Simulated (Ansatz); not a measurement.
The starting structures come from a database of crystals and need not be the phases stable at ambient conditions.

The decay constant κ of evanescent states in the gap governs leakage through a thin film.

Data:

```yaml
crystal:
  lattice:
    - [4.11412, 0.00000, 0.00000]
    - [0.00000, 4.52716, 0.00000]
    - [0.00000, 0.00000, 5.08125]
  atoms:
    - { symbol: Si, position: [0.50000, 0.75000, 0.34769] }
    - { symbol: Si, position: [0.50000, 0.25000, 0.65231] }
    - { symbol: Si, position: [0.00000, 0.25000, 0.15231] }
    - { symbol: Si, position: [0.00000, 0.75000, 0.84769] }
    - { symbol: O, position: [0.73090, 0.57997, 0.61758] }
    - { symbol: O, position: [0.26910, 0.42003, 0.38242] }
    - { symbol: O, position: [0.76910, 0.07997, 0.88242] }
    - { symbol: O, position: [0.23090, 0.92003, 0.11758] }
    - { symbol: O, position: [0.23090, 0.42003, 0.88242] }
    - { symbol: O, position: [0.76910, 0.57997, 0.11758] }
    - { symbol: O, position: [0.26910, 0.92003, 0.61758] }
    - { symbol: O, position: [0.73090, 0.07997, 0.38242] }
```

Space group of this cell: Pbcn. The cell is taken as given; by PBEsol its mean pressure is -6.9 GPa.

Transport runs along the normal of the first two printed cell vectors.

No gap correction and no spin-orbit coupling; mid-gap values are interpolated between computed energies.

Problem. Estimate the band gap and the smallest decay constant κ at mid-gap that PBEsol in Ansatz (a first-principles code) returns for this system.

Solution. Gap 5.24 eV on a 8×8×6 mesh; κ = 0.369 1/Å, at the zone centre.
